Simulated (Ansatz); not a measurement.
Start from BAsO₄ (space group I-4, No. 82; a = 4.5107 Å, c = 6.7987 Å).

Calculations: PBEsol (Ansatz, a quantum-chemistry and plane-wave program, PAW, scalar-relativistic without spin-orbit coupling).

Its conduction minimum is a single valley at Γ with mass 0.66 mₑ.

Now apply this change: electron doping at 1.0×10^22 cm⁻³ (0.692 per cell), with a uniform compensating background at fixed cell and a 300 K Fermi–Dirac width.

### Question
Where would a parabolic band put the Fermi level, and where does the calculation put it?

### Answer
k_F = (3π²n)^(1/3) = 0.667 Å⁻¹, so ħ²k_F²/2m = 2.6 eV above the band edge at zero temperature. The calculation gives 0.85 eV (to 0.05 eV): the band is strongly non-parabolic or higher valleys fill at this density.

Carriers are added with a uniform compensating background; total energy and stress of such cells depend on the potential's zero and are not compared; many-body gap narrowing is missing at this level. The levels and masses belong to the bands next to the band gap. Masses are band curvatures over ±0.01 Å⁻¹ around the edge. Stability against distortions was not tested.
